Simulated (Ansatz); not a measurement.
The reference is As in the A7 type structure (space group R-3m, No. 166; layered).

```xyz
2
Lattice="1.8729 1.0813 3.2512 -1.8729 1.0813 3.2512 0.0000 -2.1626 3.2512" Properties=species:S:1:pos:R:3 pbc="T T T"
As     0.0000     0.0000     2.2703
As     0.0000     0.0000     7.4835
```

Method: Kohn–Sham DFT with the PBEsol-D3(BJ) functional, run in Ansatz (a quantum-chemistry and plane-wave program) with PAW and 420 eV plane waves, spin-orbit coupling left out, earlier PAW set.

Base values:

| Property | Result |
|---|---|
| Volume per atom | 19.75 Å³ |

The change: hydrostatic tension (pressure −1 GPa).

Q: What does the calculation give for the volume per atom after the change?

A: The volume per atom grows by 0.32 Å³ (19.75 Å³ → 20.07 Å³).

Load acts through the strain it causes; cell and atoms are relaxed under it. Whether these cells are dynamically stable was not tested.
